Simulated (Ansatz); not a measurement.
# What pressure 30 GPa does to C

Consider C in the diamond structure (space group Fd-3m, No. 227; a = 3.572 Å).

It is then changed as follows: cell and atoms relaxed at a pressure of 30 GPa.

All numbers come from Ansatz (an electronic-structure program), PBE, PAW, cutoff 420 eV, no spin-orbit coupling. Settings: 16×16×16 k-points, 0.05 eV Fermi–Dirac smearing.

* **Volume per atom**: 5.35 Å³ (base 5.69 Å³)
* **Density**: 3.73 g/cm³ (base 3.50 g/cm³)
* **Lattice parameter a**: 349.9 pm (base 357.2 pm)
* **Enthalpy H = E + PV relative to the base's energy**: +1.03 eV/atom
* **Band gap**: 4.27 eV (base 4.13 eV)
* **Smallest direct gap**: 5.76 eV (base 5.58 eV)
* **Electron mass**: 1.6 mₑ along k, 0.29 mₑ across (off the special points) (base 1.7 mₑ along k, 0.29 mₑ across (off the special points))
* **Hole mass (degenerate bands, along [100])**: 0.28, 0.28, 0.54 mₑ (at Γ) (base 0.30, 0.30, 0.51 mₑ (at Γ))

Load acts through the strain it causes; cell and atoms are relaxed under it. Effective masses come from finite differences of ±0.01 Å⁻¹. Along k means along the line from Γ to the band edge. Whether these cells are dynamically stable was not tested. No other phases were tried under pressure.
